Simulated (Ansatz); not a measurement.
Effect of strain tensor (xx, yy, zz, yz, xz, xy) = (−0.71, −0.22, +0.71, −0.40, +2.36, +0.88) % on hypothetical P-3m1 Ca3P2

Take Ca3P2 (space group P-3m1, No. 164; a = 4.670 Å, c = 7.019 Å; a hypothetical phase, not in the database extracts checked) as the base. Axes: x lies along a and z along c of the hexagonal cell.

One thing is altered: the symmetric strain tensor [-0.0071 0.0088 0.0236; 0.0088 -0.0022 -0.0040; 0.0236 -0.0040 0.0071]; the atoms relax in the strained cell.

Computed with Ansatz (a first-principles code) r2SCAN, no SOC. Γ-centred 8×8×5 mesh, Fermi–Dirac width 0.05 eV.

```csv
quantity,base,changed,shift
volume per atom,26.52 Å³,26.44 Å³,-0.08 Å³
space group,P-3m1 (No. 164),P-1 (No. 2),–
shortest interatomic distance,2.804 Å,2.787 Å,-0.0178 Å
energy relative to the base (free energy F),0 meV/atom,+9.7 meV/atom,+9.7 meV/atom
"pressure (mean of the normal stresses, compression positive)",0.00 GPa,0.27 GPa,+0.27 GPa
band gap,1.68 eV,1.75 eV,+0.07 eV
gap character,–,"indirect, Γ → k = (3/8, 1/4, 0) in the run's primitive reciprocal basis",–
smallest direct gap,2.56 eV,2.44 eV,-0.12 eV
"valence-band top at Γ (three highest levels, from the VBM)","0.00, -0.76, -0.76 eV","0.00, -0.68, -0.77 eV",–
largest internal atomic displacement,–,0.011 Å,–
"stress (xx, yy, zz, yz, xz, xy; compression positive)",–,"(0.53, 0.16, 0.12, 0.36, -2.00, -0.94) GPa",–
```

No phonon test of stability was made. k-point labels follow each cell's own Brillouin zone.
